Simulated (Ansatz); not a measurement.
A self-consistent single point of SrCd (P1, 2 atoms in the cell) with Ansatz (a quantum-chemistry and plane-wave program).

Level of theory: LDA (PW92), PAW files made with PBE (plane waves; Ansatz).

The change in words: atoms moved at random. Reference geometry:
```yaml
crystal:
  lattice:
    - [4.03563, 0.00000, 0.00000]
    - [0.00000, 4.03563, 0.00000]
    - [0.00000, 0.00000, 4.03563]
  atoms:
    - { symbol: Sr, position: [0.50000, 0.50000, 0.50000] }
    - { symbol: Cd, position: [0.00000, 0.00000, 0.00000] }
```

Reference input (self-consistent single point, DFT, LDA (PW92), plane waves, PAW files made with PBE): basis.ecutwfc = 420 eV; kpoints.mp_grid.grid = 11 11 11; hamiltonian.xc = lda; hamiltonian.pseudopotentials = {kind: paw} (the program's default PAW files); scf.occupations.method = fermi_dirac; scf.occupations.width = 0.1 eV. This run's input differs from it in these lines:

Ansatz 0.2 input:
```diff
@@ -7,4 +7,4 @@
   atoms:
-    - { symbol: Sr, position: [0.500000, 0.500000, 0.500000] }
-    - { symbol: Cd, position: [0.000000, 0.000000, 0.000000] }
+    - { symbol: Sr, position: [0.501391, 0.497940, 0.488664] }
+    - { symbol: Cd, position: [-0.001391, 0.002060, 0.011336] }
 basis:
```

Output (repeated stretches shortened):

```
SCF iter   1: F=—  HF=-11564.221566 eV  |F-HF|=—  |Δ(HF+E_count)|=         —  Δρ=6.13e-2  dr2=3.92e0  ethr=3.10e-3  ⟨swp⟩=7.7  Hψ=72645  notcnv=0
all-band conjugate gradients solve this SCF's bands
preconditioner: auto → Kerker (q_TF=auto, 2.394 Å⁻¹)
SCF iter   2: F=—  HF=-11563.200297 eV  |F-HF|=—  |Δ(HF+E_count)|=    1.02e0  Δρ=2.00e-2  dr2=6.44e-1  ethr=3.10e-3  ⟨swp⟩=2.8  Hψ=30786  notcnv=0
   [... lines left out ...]
SCF iter   5: F=—  HF=-11562.922641 eV  |F-HF|=—  |Δ(HF+E_count)|=   2.47e-3  Δρ=6.31e-4  dr2=2.87e-4  ethr=2.54e-5  ⟨swp⟩=2.7  Hψ=25272  notcnv=0
SCF iter   6: F=—  HF=-11562.922634 eV  |F-HF|=—  |Δ(HF+E_count)|=   7.28e-6  Δρ=1.44e-4  dr2=2.22e-5  ethr=9.55e-7  ⟨swp⟩=2.9  Hψ=22145  notcnv=0
SCF iter   7: F=—  HF=-11562.922624 eV  |F-HF|=—  |Δ(HF+E_count)|=   1.02e-5  Δρ=3.47e-5  dr2=9.28e-7  ethr=7.39e-8  ⟨swp⟩=2.0  Hψ=19441  notcnv=0
SCF iter   8: F=-11562.922624 eV  HF=-11562.922624 eV  |F-HF|=6.04e-9  |Δ(HF+E_count)|=   1.68e-7  Δρ=8.52e-6  dr2=4.51e-8  ethr=3.33e-10  ⟨swp⟩=8.8  Hψ=68011  notcnv=0
SCF 1 converged in 8 iterations: F = -11562.922624 eV  dr2 = 4.51e-8
Free energy (F): -11562.922624 eV
Internal energy: -11562.872375 eV  (E = F + TS)
E sigma→0 (E₀):  -11562.897500 eV
Entropy (-TS):   -0.050249 eV (-25.124 meV/atom)
Fermi energy:    8.634821 eV
--- Forces (eV/Å), atoms counted from 1 ---
  atom   1  Sr    -0.01742883     0.02580377     0.13982627
  atom   2  Cd     0.01742874    -0.02580357    -0.13982882
--- Stress (GPa, compression-positive) ---
       -2.491723      -0.002736      -0.014799
       -0.002736      -2.492411       0.021910
       -0.014799       0.021910      -2.528469
  P = ⅓ Tr σ = -2.5042 GPa (-25.042 kbar)
  The stress holds the Pulay correction. Without it, at fixed plane waves, as pw.x and ABINIT print it: P = -2.5115 GPa
```

The run converged in 8 iterations. Against the reference run the free energy goes up by 3.4 meV/atom, the pressure moves little (-2.56 to -2.50 GPa) and the largest force goes from 0.000 to 0.143 eV/Å.

The starting cell comes from a database of computed structures (which also holds hypothetical and non-ambient phases and stackings), without a prior relaxation at this level. For this run, on top of that: atoms moved at random. Ansatz's pressure includes its estimate of the finite-basis (Pulay) stress.

Cost on one core of a shared machine: roughly 80 s.
